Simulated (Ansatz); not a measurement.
Start from Cs2SnI6 (space group Fm-3m, No. 225; a = 11.550 Å).

All numbers come from PBEsol/PAW in Ansatz (a program for electronic structure), scalar-relativistic without spin-orbit coupling.

Base values:

* **Pressure**: 0.0 GPa
* **Band gap**: zero

One thing is altered: an isotropic linear strain of −1.95 %; the atoms relax in the strained cell.

Q: Predict the new largest internal atomic displacement, pressure, energy relative to the base and band gap.

A: The largest internal atomic displacement comes out as 0.044 Å; the pressure goes from zero to 0.8 GPa; the energy grows by 6.0 meV/atom; the band gap is still zero.

With I present, leaving out spin-orbit coupling can change the band edges. No phonon test of stability was made. All final runs are without spin polarisation. The zero or small gap of Cs2SnI6 can change with the level of theory.
